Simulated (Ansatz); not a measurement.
**A computed series for PbI2: response to strain**

Consider PbI2 in the CdI2 type structure (space group P-3m1, No. 164; a = 4.559 Å, c = 6.973 Å).

Strains are applied to the cell and any free atomic positions relax.

Computed with PBE-D3(BJ) (Ansatz, an electronic-structure program; PAW; 420 eV plane waves; without spin-orbit coupling), earlier PAW set.

| isotropic strain (%) | band gap (eV) |
|---|---|
| -2.47 | 2.05 |
| 0 | 2.19 |
| 0.82 | ? |
| 1.84 | 2.28 |

Question: Fit E_g = E₀ + Dε (ε in %) to the rows shown and predict the withheld row.

Answer: Least squares on the printed values gives E₀ = 2.18 eV, D = 53.5 meV per % of strain (largest residual 0.01 eV); this predicts 2.23 eV, and the run gives 2.23 eV, in agreement.

Spin-orbit coupling, missing from the scalar runs, can matter with I and Pb. No phonon test of stability was made.
